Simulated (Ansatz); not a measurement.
# Hypothetical R-3m CoCuTe2: pressure 30 GPa

Consider CoCuTe2 (space group R-3m, No. 166; a = 3.7041 Å, c = 18.6284 Å (hexagonal axes); non-magnetic; a hypothetical phase, not in the database extracts checked).

Now apply this change: cell and atoms relaxed at a pressure of 30 GPa.

Method: DFT with PBEsol, PAW potentials and a 420 eV plane-wave cutoff in Ansatz (a program for electronic structure), spin-orbit coupling left out. Settings: 15×15×15 k-points, 0.05 eV Fermi–Dirac smearing.

Volume per atom: 15.27 Å³ (base 18.45 Å³)
Density: 10.27 g/cm³ (base 8.50 g/cm³)
Lattice parameter a: 6.630 bohr (base 7.000 bohr)
c/a ratio: 4.899 (base 5.029)
Shortest interatomic distance: 4.588 bohr (base 4.830 bohr)
Enthalpy H = E + PV relative to the base's energy: +3.10 eV/atom
Band gap: zero (base zero)

Load acts through the strain it causes; cell and atoms are relaxed under it. Stability against distortions was not tested. Competing high-pressure phases were not computed. Seeded moments were not kept for the base. The final runs are not spin-polarised. CoCuTe2 has a high density of states at the Fermi level and may be magnetic at this level.
